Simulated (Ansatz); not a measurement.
Worked example: relaxation of the atoms of ScSi (Cm, 4 atoms in the cell) in Ansatz (a program for electronic structure).

Method: LDA (PW92), default PAW files made with PBE (plane waves; Ansatz).

The change in words: one atom moved by 0.15 angstrom; relax: default → atoms; relax.f_tol: default → 0.2 eV/Å. Reference geometry:
```xyz
4
Lattice="1.9870 -4.9287 0.0000 1.9870 4.9287 0.0000 0.0000 0.0000 3.6491" Properties=species:S:1:pos:R:3 pbc="T T T"
Sc     1.9870     3.5565     0.9123
Sc     1.9870    -3.5565     2.7368
Si     1.9870     0.7941     0.9123
Si     1.9870    -0.7941     2.7368
```

Reference input (self-consistent single point, DFT, LDA (PW92), plane waves, default PAW files made with PBE): basis.ecutwfc = 420 eV; kpoints.mp_grid.grid = 9 9 9; hamiltonian.xc = lda; hamiltonian.pseudopotentials = {kind: paw} (the program's default PAW files); scf.occupations.method = fermi_dirac; scf.occupations.width = 0.1 eV. This run's input differs from it in these lines:

```diff
@@ -7,3 +7,3 @@
   atoms:
-    - { symbol: Sc, position: [0.139210, 0.860790, 0.250000] }
+    - { symbol: Sc, position: [0.139210, 0.860790, 0.291106] }
     - { symbol: Sc, position: [0.860790, 0.139210, 0.750000] }
@@ -20,2 +20,4 @@
   occupations: { method: fermi_dirac, width: 0.1 }
+relax:
+  f_tol: 0.2
 output:
```

Output, abridged:

```
   [... SCF lines of the steps left out ...]
relax step   1: F+E_penalty+E_count = -5398.95542526 eV  Δ(F+E_penalty+E_count) = +0.000e0 eV  max|allowed force component| = 1.016e0 eV/Å  Δτ_max = 0.0000 Å  (6 SCF iters, dr2 threshold 1.00e-4 eV, accepted)
relax step   2: F+E_penalty+E_count = -5398.99513655 eV  Δ(F+E_penalty+E_count) = -3.971e-2 eV  max|allowed force component| = 6.586e-1 eV/Å  Δτ_max = 0.1922 Å  (6 SCF iters, dr2 threshold 6.46e-5 eV, accepted)
relax step   3: F+E_penalty+E_count = -5399.03266939 eV  Δ(F+E_penalty+E_count) = -3.753e-2 eV  max|allowed force component| = 2.152e-2 eV/Å  Δτ_max = 0.0791 Å  (7 SCF iters, accepted)
the relaxation is at rest under the 2 symmetry operations that the run kept from its start: a minimum is not shown …
Free energy (F): -5399.032669 eV
Internal energy: -5398.963314 eV  (E = F + TS)
E sigma→0 (E₀):  -5398.997992 eV
Entropy (-TS):   -0.069355 eV (-17.339 meV/atom)
Fermi energy:    10.310346 eV
--- Forces (eV/Å), atoms counted from 1 ---
  atom   1  Sc    -0.00000000     0.01488432     0.00639682
  atom   2  Sc     0.00000000    -0.01535074    -0.00359529
  atom   3  Si    -0.00000000    -0.02105496    -0.00574516
  atom   4  Si     0.00000000     0.02151466     0.00294738
--- Stress (GPa, compression-positive) ---
       -4.406299       0.000000      -0.000000
   [... lines left out ...]
  atoms:
    - { symbol: Sc, position: [0.13852334935872868, 0.8614766506412712, 0.2600248900311716] }
    - { symbol: Sc, position: [0.8614714462002686, 0.13852855379973122, 0.7604599191560515] }
    - { symbol: Si, position: [0.4184399177861449, 0.5815600822138549, 0.2604405634613162] }
    - { symbol: Si, position: [0.5815652866548573, 0.41843471334514243, 0.7601806273514606] }
```

The run converged.  The full log also holds: “iter 5 did not close the SCF: its close was put off for the readings that it lacked (scf_convergence_deferred on its scf_iter line)”.

Summary of the result:
Free energy E − TS (on the zero of these files): -5399.0327 eV
Fermi level (on the code's own zero): 10.31 eV
Pressure: -4.17 GPa
Largest force (vector length): 0.022 eV/Å
Relaxation steps: 3

The starting cell comes from a database of computed structures (which also holds hypothetical and non-ambient phases and stackings), without a prior relaxation at this level. Its lattice was rescaled by up to half a per cent. For this run, on top of that: one atom moved by 0.15 angstrom. Ansatz's pressure includes its estimate of the finite-basis (Pulay) stress.

Cost on one core of a shared machine: roughly 90 s.

Keys are those of Ansatz 0.2.
